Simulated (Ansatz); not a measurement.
Consider Sb in the diamond structure (space group Fd-3m, No. 227; a = 6.8709 Å; a hypothetical phase, not in the database extracts checked; relaxed with 0.1 eV smearing). Axes: x, y, z lie along the cube axes.

All numbers come from Ansatz (a program for electronic structure), PBEsol, PAW, cutoff 420 eV, no spin-orbit coupling.

For the base:

| Property | Value |
|---|---|
| Shortest interatomic distance | 2.975 Å |

Now apply this change: uniaxial stress, 2 GPa compression along z, with the cell and atoms free to relax against it.

Task: Estimate the effect on the energy relative to the base and shortest interatomic distance.

Result: The energy decreases by 0.297 eV/atom; the shortest interatomic distance grows by 0.1224 Å, from 2.975 Å to 3.098 Å.

Load acts through the strain it causes; cell and atoms are relaxed under it. Beyond what the load breaks, stability against distortions was not tested. Under uniaxial stress, 2 GPa compression along z the cell changed shape so far that it is another structure.
